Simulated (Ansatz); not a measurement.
Seebeck coefficient (μV/K, mean over directions) of p-type KTaO₃ (Pm-3m) against carrier density, PBEsol with spin-orbit coupling, rigid bands in Ansatz (a quantum-chemistry and plane-wave program). Computed gap 2.00 eV; densities at which minority carriers matter at this gap, or further valleys turn the trend, are left out. Conductivity mass 2.1 mₑ (harmonic mean over directions), N_v = 4.2e20 cm⁻³ at 300 K.

| hole density | 300 K | 500 K |
|---|---|---|
| 1e16 cm⁻³ | 1150 | 1201 |
| 1e17 cm⁻³ | ? | 1002 |
| 1e18 cm⁻³ | 753 | 804 |
| 3e18 cm⁻³ | 658 | 709 |
| 1e19 cm⁻³ | 554 | 606 |
| 3e19 cm⁻³ | 460 | 511 |
| 1e20 cm⁻³ | 357 | 408 |
| 3e20 cm⁻³ | ? | 313 |
| 1e21 cm⁻³ | 167 | ? |

Fill in the missing entries.


- 1e17 cm⁻³, 300 K: 951
- 3e20 cm⁻³, 300 K: 265
- 1e21 cm⁻³, 500 K: 211

Rigid bands with a gap fixed in temperature, one relaxation time for all states, no polarons or phonon drag, and whether or not such doping can be reached.
